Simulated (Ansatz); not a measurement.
Pressure series in ZrO2

Take ZrO₂ (space group P4_2/nmc, No. 137; a = 3.621 Å, c = 5.284 Å) as the base.

Cell and atoms are relaxed at each pressure.

All numbers come from Ansatz (a program for electronic structure), PBE, PAW, cutoff 420 eV, no spin-orbit coupling, earlier PAW set.

```json
[
 {"P (GPa)": "-2.00", "V (Å³/atom)": "11.702"},
 {"P (GPa)": "-1.00", "V (Å³/atom)": "11.622"},
 {"P (GPa)": "0.90", "V (Å³/atom)": "11.482"},
 {"P (GPa)": "2.10", "V (Å³/atom)": "11.399"},
 {"P (GPa)": "4.50", "V (Å³/atom)": "11.245"},
 {"P (GPa)": "9.00", "V (Å³/atom)": "10.989"},
 {"P (GPa)": "15.00", "V (Å³/atom)": "10.698"},
 {"P (GPa)": "22.50", "V (Å³/atom)": "10.390"},
 {"P (GPa)": "30.00", "V (Å³/atom)": "10.126"}
]
```

Question: Fit a third-order Birch–Murnaghan equation of state.

Answer: Least squares on P(V) = (3B₀/2)[(V₀/V)^(7/3) − (V₀/V)^(5/3)]·[1 + (3/4)(B₀′ − 4)((V₀/V)^(2/3) − 1)] gives V₀ = 11.55 Å³/atom, B₀ = 158 GPa and B₀′ = 5.6.

Load acts through the strain it causes; cell and atoms are relaxed under it. Stability against distortions was not tested. No other phases were tried under pressure. This is not the structure that ZrO2 has at room temperature and ambient pressure.
